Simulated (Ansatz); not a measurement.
Fluorite AuAl2 was calculated with r²SCAN (PAW; Ansatz, a program for electronic structure).

Run with plane-wave cutoff 600 eV, 12×12×12 k mesh, Fermi–Dirac smearing 0.1 eV, finite displacements, scalar-relativistic PAW data made under PBE.

Computed at the level's own relaxed cell.

Harmonic phonon frequencies (cm⁻¹; i marks an imaginary mode):

```tsv
q point	frequencies
Γ	0 0 0 231 231 231 262 262 262
X	93 93 125 211 217 217 293 304 304
L	64 64 125 253 253 265 265 277 288
```

No imaginary mode appears at these points.
